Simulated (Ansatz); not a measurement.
# Ta under a change: isotropic strain +2.91 %

Base system: Ta in the bcc (W type) structure (space group Im-3m, No. 229; a = 3.282 Å).

One thing is altered: every lattice vector is stretched by 2.91 %, atoms relaxed at fixed cell.

All numbers come from PBEsol (Ansatz, a program for electronic structure; PAW; 420 eV plane waves; spin-orbit coupling left out). k-mesh 20×20×20 (Γ-centred); smearing 0.05 eV (Fermi–Dirac).

The space group stays Im-3m (No. 229) and the energy grows by 81 meV/atom. The pressure goes from zero to -15.3 GPa and the band gap stays zero.

Final structure:

```yaml
crystal:
  lattice:
    - [-1.68873, 1.68873, 1.68873]
    - [1.68873, -1.68873, 1.68873]
    - [1.68873, 1.68873, -1.68873]
  atoms:
    - { symbol: Ta, position: [0.00000, 0.00000, 0.00000] }
```

Cost of the whole job for the changed cell (relaxation, final SCF and bands): about 3 core-seconds (a rough figure).

Whether these cells are dynamically stable was not tested. All final runs are without spin polarisation.
